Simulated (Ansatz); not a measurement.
The starting structures come from a database of crystals and need not be the phases stable at ambient conditions.

Evanescent states of HgF (I4/mmm, not sure to be the ambient phase, 4 atoms a cell, 19.2 Å³ an atom, -2 GPa at this level) along the normal of (110)

Calculation: r2SCAN (plane waves, PAW; Ansatz, an electronic-structure program).

The gap is the functional's own. No spin-orbit coupling. Mid-gap values are interpolated on the energy grid.

Energies count from the valence-band top; κ is the least over a 6×6 mesh across the current.

| E (eV) | κ (1/Å) | where |
|---|---|---|
| 0.06 | 0.147 | off Γ |
| 0.17 | 0.219 | off Γ |
| 0.28 | 0.259 | off Γ |
| 0.39 | 0.287 | off Γ |
| 0.49 | 0.309 | off Γ |
| 0.60 | 0.322 | off Γ |
| 0.71 | 0.334 | off Γ |
| 0.82 | 0.343 | off Γ |
| 0.94 | 0.351 | off Γ |
| 1.04 | 0.357 | off Γ |
| 1.16 | 0.363 | off Γ |
| 1.26 | 0.367 | off Γ |
| 1.38 | 0.370 | off Γ |
| 1.49 | 0.372 | off Γ |
| 1.59 | 0.339 | off Γ |
| 1.71 | 0.278 | off Γ |
| 1.81 | 0.211 | off Γ |
| 1.93 | 0.120 | off Γ |

### Question
How thick must the barrier be to attenuate the transmission by 10^6 when the electrodes' Fermi level lies at 0.82 eV, and what attenuation does that film give at 1.16 eV?

### Answer
d = 6 ln 10 / (2 × 0.343) = 20.1 Å. At 1.16 eV it gives 6 × 0.363/0.343 = 6.3 decades.
